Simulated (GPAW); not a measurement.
## Input and output of a self-consistent single point for Li2Mg (Cmcm, 6 atoms in the cell) (GPAW)

Level of theory: PBEsol, GPAW PAW datasets PBEsol (made by gpaw-setup) (plane waves; GPAW).

Input:

```python
from ase import Atoms
from ase.units import GPa
from gpaw import GPAW, PW, FermiDirac

atoms = Atoms(['Li', 'Li', 'Li', 'Li', 'Mg', 'Mg'],
              cell=[[1.645315, -7.422990, 0.000000],
                    [1.645315, 7.422990, 0.000000],
                    [0.000000, 0.000000, 4.903070]],
              scaled_positions=[[0.592190, 0.407810, 0.750000],
                                [0.407810, 0.592190, 0.250000],
                                [0.253180, 0.746820, 0.750000],
                                [0.746820, 0.253180, 0.250000],
                                [0.923040, 0.076960, 0.750000],
                                [0.076960, 0.923040, 0.250000]],
              pbc=True)

calc = GPAW(mode=PW(800),
            xc='PBEsol',
            kpts={'size': (8, 8, 6), 'gamma': True},
            occupations=FermiDirac(0.136),
            nbands=-10,
            convergence={'density': 1e-05},
            symmetry={'symmorphic': False, 'tolerance': 0.0005},
            maxiter=120,
            txt='-')

atoms.calc = calc

energy = atoms.get_potential_energy()
print('Energy (eV):', round(energy, 6))
forces = atoms.get_forces()
print('Forces (eV/Ang):')
print(forces.round(5))
stress = atoms.get_stress()
print('Stress (GPa, Voigt):', (stress / GPa).round(4))
```

Output (repeated stretches shortened):

```
Input parameters:
  convergence: {density: 1e-05}
  kpts: {gamma: True,
         size: (8, 8, 6)}
  maxiter: 120
  mode: {ecut: 800.0,
         name: pw}
  nbands: -10
  occupations: {fixmagmom: False,
                name: fermi-dirac,
                width: 0.136}
  symmetry: {symmorphic: False,
             tolerance: 0.0005}
  xc: PBEsol

species:
  Li:
    name: Lithium
    Z: 3.0
    valence: 1
    core: 2
    charge: 0.0
    file: Li.PBEsol.gz

    # Using partial waves for Li as LCAO basis

  Mg:
    name: Magnesium
    Z: 12.0
    valence: 10
    core: 2
    charge: 0.0
    file: Mg.PBEsol.gz

    # Using partial waves for Mg as LCAO basis

Reference energy: -11679.514156  # eV

Spin-paired calculation

Convergence criteria:
 Maximum [total energy] change in last 3 cyles: 0.0005 eV / valence electron
 Maximum integral of absolute [dens]ity change: 1e-05 electrons / valence electron
 Maximum integral of absolute [eigenst]ate change: 4e-08 eV^2 / valence electron
 Maximum number of scf [iter]ations: 120

Symmetries present (total): 8
Symmetries with fractional translations: 4
384 k-points: 8 x 8 x 6 Monkhorst-Pack grid + [1/16,1/16,1/12]
84 k-points in the irreducible part of the Brillouin zone
       k-points in crystal coordinates                weights
   0:     0.00000000    0.00000000    0.00000000          1/384
   1:     0.00000000    0.00000000    0.16666667          2/384
   2:     0.00000000    0.00000000    0.33333333          2/384
   [... 7 lines left out ...]
          ...
  83:     0.50000000    0.50000000    0.50000000          1/384

Wave functions: Plane wave expansion
  Cutoff energy: 800.000 eV
  Number of coefficients (min, max): 6126, 6188
  Pulay-stress correction: 0.000000 eV/Ang^3 (de/decut=0.000000)

Occupation numbers: Fermi-Dirac:
  width: 0.1360  # eV

Eigensolver

Densities:
  Coarse grid: 50*50*32 grid
  Fine grid: 100*100*64 grid
  Total Charge: 0.000000

Density mixing:
  Method: separate
  Backend: pulay
  Linear mixing parameter: 0.05
  old densities: 5
  Damping of long wavelength oscillations: 50

Hamiltonian:
  XC and Coulomb potentials evaluated on a 100*100*64 grid
  External potential:
    NoExternalPotential

XC parameters: PBEsol with 2 nearest neighbor stencil

Number of atoms: 6
Number of atomic orbitals: 32
Number of bands in calculation: 22
Number of valence electrons: 24
Bands to converge: occupied

Density initialized from atomic densities
  22 bands from LCAO basis set

Atomic positions and initial magnetic moments

Positions:
   0 Li     1.645315   -1.368651    3.677302    ( 0.0000,  0.0000,  0.0000)
   1 Li     1.645315    1.368651    1.225767    ( 0.0000,  0.0000,  0.0000)
   2 Li     1.645315    3.664285    3.677302    ( 0.0000,  0.0000,  0.0000)
   3 Li     1.645315   -3.664285    1.225767    ( 0.0000,  0.0000,  0.0000)
   4 Mg     1.645315   -6.280443    3.677302    ( 0.0000,  0.0000,  0.0000)
   5 Mg     1.645315    6.280443    1.225767    ( 0.0000,  0.0000,  0.0000)

Unit cell:
           periodic     x           y           z      points  spacing
  1. axis:    yes    1.645315   -7.422990    0.000000    50     0.0643
  2. axis:    yes    1.645315    7.422990    0.000000    50     0.0643
  3. axis:    yes    0.000000    0.000000    4.903070    32     0.1532

  Lengths:   7.603147   7.603147   4.903070
  Angles:   90.000000  90.000000 155.004742

Effective grid spacing dv^(1/3) = 0.1144

     iter     time        total  log10-change:
                         energy   eigst   dens
iter:   1 --:--:--   -12.361483
iter:   2 --:--:--   -12.177063   -0.42  -1.14
iter:   3 --:--:--   -11.856994   -1.52  -1.23
iter:   4 --:--:--   -11.822698   -2.42  -1.44
iter:   5 --:--:--   -11.773515   -1.88  -1.50
iter:   6 --:--:--   -11.779639   -2.68  -1.96
iter:   7 --:--:--   -11.769026c  -3.48  -2.03
iter:   8 --:--:--   -11.768921c  -4.49  -2.79
iter:   9 --:--:--   -11.768710c  -4.89  -2.85
iter:  10 --:--:--   -11.768679c  -5.21  -3.20
iter:  11 --:--:--   -11.768679c  -6.32  -3.79
iter:  12 --:--:--   -11.768680c  -6.20  -3.83
iter:  13 --:--:--   -11.768677c  -7.02  -4.00
iter:  14 --:--:--   -11.768676c  -7.83c -4.32
iter:  15 --:--:--   -11.768675c  -8.41c -4.40
iter:  16 --:--:--   -11.768676c  -8.48c -4.49
iter:  17 --:--:--   -11.768676c  -9.42c -5.34c

Converged after 17 iterations.

Dipole moment: (0.000000, 0.000000, -0.000000) |e|*Ang

Energy contributions relative to reference atoms: (reference = -11679.514156)

Kinetic:         +6.136889
Potential:       -2.217890
External:        +0.000000
XC:             -15.518061
Entropy (-ST):   -0.176153
Local:           -0.081537
SIC:             +0.000000
--------------------------
Free energy:    -11.856752
Extrapolated:   -11.768676

Showing only first 2 kpts
 Kpt  Band  Eigenvalues  Occupancy
  0    10     -0.65898    2.00000
  0    11      1.11567    1.93525
  0    12      3.22112    0.00001
  0    13      3.68470    0.00000

  1    10     -0.51806    2.00000
  1    11      0.36695    1.99973
  1    12      2.59560    0.00112
  1    13      2.78638    0.00028

Fermi level: 1.57773

No gap
No difference between direct/indirect transitions
Energy (eV): -11.768676

Forces in eV/Ang:
  0 Li    0.00000    0.04236   -0.00000
  1 Li    0.00000   -0.04236    0.00000
  2 Li    0.00000    0.00979    0.00000
  3 Li    0.00000   -0.00979    0.00000
  4 Mg    0.00000   -0.00946   -0.00000
  5 Mg    0.00000    0.00946    0.00000

Stress tensor:
    -0.003591     0.000000     0.000000
     0.000000     0.001511     0.000000
     0.000000     0.000000    -0.000327
Stress (GPa, Voigt): [-0.5754  0.2421 -0.0524  0.      0.      0.    ]
```

The run converged in 17 iterations. GPAW prints stress with tension positive.

The starting cell comes from a database of computed structures (which also holds hypothetical and non-ambient phases and stackings), without a prior relaxation at this level.

Cost on one core of a shared machine: roughly 5 min.
